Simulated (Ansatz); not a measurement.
The parent structure is ZrP (space group P6_3/mmc, No. 194; a cell from a computed database, its experimental status unchecked).

```
CELL_PARAMETERS angstrom
      3.66183     0.00000     0.00000
     -1.83091     3.17124     0.00000
      0.00000     0.00000    12.48362
ATOMIC_POSITIONS crystal
  Zr 0.33333 0.66667 0.38421
  Zr 0.66667 0.33333 0.61579
  Zr 0.66667 0.33333 0.88421
  Zr 0.33333 0.66667 0.11579
  P  0.66667 0.33333 0.25000
  P  0.33333 0.66667 0.75000
  P  0.00000 0.00000 0.50000
  P  0.00000 0.00000 0.00000
```

Cartesian axes are those of the cell as printed.

Level of theory: DFT with PBEsol, PAW potentials and a 420 eV plane-wave cutoff in Ansatz (an electronic-structure program), scalar-relativistic without spin-orbit coupling.

Before the change:

```
Quantity            Value
---------------  --------
Volume per atom  18.12 Å³
Band gap             zero
```

One thing is altered: uniaxial stress, 1 GPa compression along x; all other stress components relax to zero.

### Question
Predict the new energy relative to the base.

### Answer
The energy goes up by 0.3 meV/atom.

### Question
What happens to the volume per atom?

### Answer
The volume per atom shrinks by 0.04 Å³ to 18.08 Å³.

### Question
Estimate the effect on the band gap.

### Answer
The band gap remains zero.

Without a gap, meshes like the base's 15×15×4 leave anisotropic stresses uncertain by several tenths of a GPa, and small strain energies with them. Load acts through the strain it causes; cell and atoms are relaxed under it. Beyond what the load breaks, stability against distortions was not tested. The final runs are not spin-polarised.
